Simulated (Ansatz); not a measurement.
**A computed series for BP: response to strain**

Start from BP in the zinc blende structure (space group F-43m, No. 216; a = 4.520 Å). Axes: x, y, z lie along the cube axes.

Strains are applied to the cell and any free atomic positions relax.

The values are results of Ansatz (a program for electronic structure) PBEsol, spin-orbit coupling left out, not measurements.

Candidates:
(a) uniaxial strain ε_zz = +1.50 %
(b) uniaxial strain ε_zz = +3.00 %
(c) uniaxial strain ε_zz = −2.00 %

Before the change:

| Quantity | Result |
|---|---|
| Band gap | 1.11 eV |

Order them by band gap, lowest first.

(c) uniaxial strain ε_zz = −2.00 % (0.78 eV), (b) uniaxial strain ε_zz = +3.00 % (0.95 eV), (a) uniaxial strain ε_zz = +1.50 % (1.04 eV)

Stability against distortions was not tested.
